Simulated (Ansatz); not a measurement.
Mo (Im-3m), PBEsol, DFPT electron-phonon coupling, linearised Boltzmann equation in Ansatz (a quantum-chemistry and plane-wave program): Condition of this run: hydrostatic pressure -4 GPa (the target of the relaxation). phonon-limited resistivity 5.68 μΩ·cm at 300 K, 7.84 μΩ·cm at 400 K, current-weighted mean free path 12.2 nm, Drude plasma energy 8.66 eV.

What is the classical skin depth at 100 GHz (nonmagnetic, μ₀ = 1.257×10⁻⁶ H/m)?

δ = √(ρ/(π f μ₀)) = 379 nm.

Estimate the electronic thermal conductivity at 300 K by the Wiedemann-Franz law (L₀ = 2.44×10⁻⁸ W·Ω/K²).

L₀T/ρ = 2.44×10⁻⁸ × 300/(5.68×10⁻⁸) = 129 W/(m·K). Inelastic scattering puts the true Lorenz number somewhat under L₀ near and below the Debye temperature.

What Drude relaxation time do resistivity and plasma energy imply?

ω_p = 1.32e16 s⁻¹, so τ = 1/(ε₀ ω_p² ρ) = 11.5 fs, a damping ħ/τ of 57.3 meV.

A metal at this level (no band gap). Only scattering by harmonic phonons is included (no impurities, grain boundaries, electron-electron scattering or thermal expansion). Spin-orbit coupling is left out. The squared frequency of the phonon mode least converged on the k mesh is uncertain by about 43 %. The run warned that the eigensolver left some states short of its tolerance. Halving the electron mesh (36x36x36) moves the resistivity by up to 1 % at 300 K, the mean free path by up to 2 %. Smearing 0.20 eV; phonons on a 6x6x6 q mesh, which this run doesn't test.
